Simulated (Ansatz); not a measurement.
Terminations of the (100) surface of rock-salt TiC, measured from the surface 'clean 1x1'. Atoms come from or go to: Al: fcc Al, Co: hcp Co, ferromagnetic, Cu: fcc Cu, Mo: bcc Mo, Nb: bcc Nb, Pt: fcc Pt, Ta: bcc Ta, Ti: hcp Ti, V: bcc V, Y: hcp Y. ΔE is the energy of forming the row's surface from that one (negative: more stable at these reservoirs); the vacuum level's shift is aligned on the shared bottom. No zero-point or thermal terms. These are constructed structures in small cells; real faces may alloy, dewet or reconstruct in larger ones, and not all known structures of the face are among them. Slabs of about 13 Å, Fermi-Dirac smearing of 0.1 eV. Bottom of the slabs: a bare face, its two planes held. Relaxed from the named starts with such symmetry as they have, on meshes of like density; energies extrapolated to zero smearing; spin only where a row says so; no spin-orbit coupling, no U. Brackets mark spin-polarised runs, whose order is one that fits the cell. A dash marks a value that is undefined for that row (no clear gap, or no work function of a gapped slab) or was not read reliably on its mesh.

Level of theory: PBE (plane waves to 420 eV, PAW; Ansatz, a first-principles code).

| surface | atoms added per 1x1 | ΔE per 1x1 (eV) | shift of the vacuum level (eV) | work function (eV) |
|---|---|---|---|---|
| a layer of Ta, one atom over each C | +1 Ta | 0.76 | -0.40 | 4.19 |
| Y on half the Ti sites of the top plane, c(2x2) | -0.5 Ti, +0.5 Y | (withheld) | -1.58 | 2.90 |
| a layer of Cu, one atom over each Ti | +1 Cu | 1.81 | 0.22 | 4.74 |
| V on half the Ti sites of the top plane, c(2x2) [spin start, no net moment] | -0.5 Ti, +0.5 V | 0.30 | -0.19 | 4.31 |
| a layer of Pt, one atom over each Ti | +1 Pt | 1.70 | 0.91 | 5.33 |
| Mo on half the Ti sites of the top plane, c(2x2) | +0.5 Mo, -0.5 Ti | (withheld) | -0.50 | 3.99 |
| Mo on all Ti sites of the top plane | +1 Mo, -1 Ti | 1.29 | -0.57 | 3.94 |
| Nb on half the Ti sites of the top plane, c(2x2) | +0.5 Nb, -0.5 Ti | -0.01 | -0.53 | 3.97 |
| a layer of Co, one atom over each Ti [spin, 2.1 μB a cell] | +1 Co | (withheld) | 0.16 | 4.67 |
| Al on all Ti sites of the top plane | +1 Al, -1 Ti | (withheld) | 0.61 | 5.05 |
| Ta on all Ti sites of the top plane | +1 Ta, -1 Ti | 0.04 | -1.00 | 3.53 |
| a layer of Cu, one atom over each C | +1 Cu | 0.71 | 0.02 | 4.53 |

**Question.** Some entries are withheld; supply them.

**Answer.** 
- Y on half the Ti sites of the top plane, c(2x2), ΔE per 1x1 (eV): 1.13
- Mo on half the Ti sites of the top plane, c(2x2), ΔE per 1x1 (eV): 0.41
- a layer of Co, one atom over each Ti [spin, 2.1 μB a cell], ΔE per 1x1 (eV): 2.98
- Al on all Ti sites of the top plane, ΔE per 1x1 (eV): 2.81
